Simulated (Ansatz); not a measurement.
# Several settings converged on the (110) slab of AlRh (cut from a parent of space group no. 221; 10 atoms in the cell)

```
CELL_PARAMETERS angstrom
      2.99221     0.00000     0.00000
      0.00000     4.23162     0.00000
      0.00000     0.00000    22.46332
ATOMIC_POSITIONS crystal
  Al 0.00000 0.75000 0.31162
  Rh 0.50000 0.25000 0.31162
  Al 0.00000 0.25000 0.40581
  Rh 0.50000 0.75000 0.40581
  Al 0.00000 0.75000 0.50000
  Rh 0.50000 0.25000 0.50000
  Al 0.00000 0.25000 0.59419
  Rh 0.50000 0.75000 0.59419
  Al 0.00000 0.75000 0.68838
  Rh 0.50000 0.25000 0.68838
```

Base method: LDA (PW92), default PAW files made with PBE (plane waves; Ansatz, a program for electronic structure).

Base settings: basis.ecutwfc = 30.9 Ry; kpoints.mp_grid.grid = 10 7 1; hamiltonian.xc = lda; hamiltonian.pseudopotentials = {kind: paw} (the program's default PAW files); scf.occupations.method = gaussian; scf.occupations.width = 0.0073 Ry.

The count of work is k-points × plane waves × bands × iterations; it is no time. Core times come from one kind of shared machine, to one figure; runs under 30 s give none.

**The vacuum**

The mesh stays at the base's, so the ladder's end is converged at best in this setting alone.

Only quantities that move along the ladder and can be compared are tabulated.

```csv
vacuum between outermost atoms (Å),free energy less the last step's (meV/atom),largest difference of a force vector from the last step's (eV/Å),count of work / last
3.0,-149.74,1.106,0.26
4.0,-51.64,0.590,0.29
5.0,-11.49,0.122,0.31
6.0,-2.23,0.022,0.38
7.0,-0.43,0.007,0.40
8.0,-0.10,0.002,0.43
10.0,0.00,0.000,0.48
12.0,0.00,0.000,0.53
14.0,0.00,0.000,0.58
17.0,0.01,0.000,0.66
20.0,0.00,0.000,0.74
25.0,-0.01,0.001,0.87
30.0,0.00,0.000,1.0
```

Smallest vacuum between outermost atoms (Å) that holds the forces within 0.02 eV/Å of the last step, with all finer ones: 7.0, at 0.40 of the last step's count of work; the step before is off by 0.022 eV/Å.

Smallest vacuum between outermost atoms (Å) that holds the free energy within 2 meV/atom of the last step, with all finer ones: 7.0, at 0.40 of the last step's count of work; the step before is off by 2.2 meV/atom.

**The plane-wave cutoff**

The mesh stays at the base's, so the ladder's end is converged at best in this setting alone.

Only quantities that move along the ladder and can be compared are tabulated.

```csv
basis.ecutwfc,free energy less the last step's (meV/atom),largest difference of a force vector from the last step's (eV/Å),count of work / last
15.4 Ry,3914.06,0.345,0.15
18.4 Ry,889.10,0.060,0.16
21.7 Ry,145.19,0.043,0.21
26.1 Ry,9.66,0.006,0.28
30.9 Ry,1.17,0.001,0.35
37.1 Ry,0.44,0.000,0.47
46.3 Ry,0.15,0.000,0.65
61.7 Ry,0.00,0.000,1.0
```

Coarsest basis.ecutwfc that holds the free energy within 2 meV/atom of the last step, with all finer ones: 30.9 Ry, at 0.35 of the last step's count of work; the step before is off by 9.7 meV/atom.

Coarsest basis.ecutwfc that holds the forces within 0.01 eV/Å of the last step, with all finer ones: 26.1 Ry, at 0.28 of the last step's count of work; the step before is off by 0.043 eV/Å.

**The depth of the slab**

On the (110) slab of AlRh (cut from a parent of space group no. 221; 2 atoms in the cell), and deeper slabs.

Surface energy = (E_slab − N e_bulk)/2A, with e_bulk from the bulk crystal on its finest mesh (286 k-points); errors per atom of slab and bulk, whose meshes differ, grow with N. The bulk cell stands at -9.0 GPa at this level, so the slab is strained in the plane.

The mesh stays at the base's, so the ladder's end is converged at best in this setting alone.

Only quantities that move along the ladder and can be compared are tabulated.

```tsv
atoms	unrelaxed surface energy (J/m²)	count of work / last	core time / last (rough)
2	2.421	0.022	–
4	2.405	0.044	–
6	2.334	0.085	–
8	2.332	0.13	–
10	2.331	0.20	–
12	2.322	0.26	–
16	2.318	0.45	0.6
18	2.317	0.54	0.5
22	2.315	0.76	1.0
26	2.316	1.0	1
```

Smallest size that holds the unrelaxed surface energy within 0.05 J/m² of the last step, with all finer ones: 6, at 0.085 of the last step's count of work; the step before is off by 0.088 J/m².

On the base run: the starting cell comes from a database of computed structures (which also holds hypothetical and non-ambient phases and stackings), without a prior relaxation at this level. The slab is cut from that crystal, and its faces are unrelaxed. Its lattice was rescaled by up to half a per cent. Spin polarisation is off. In the base run, forces exceed 1 eV/Å.

Keys are those of Ansatz 0.2.
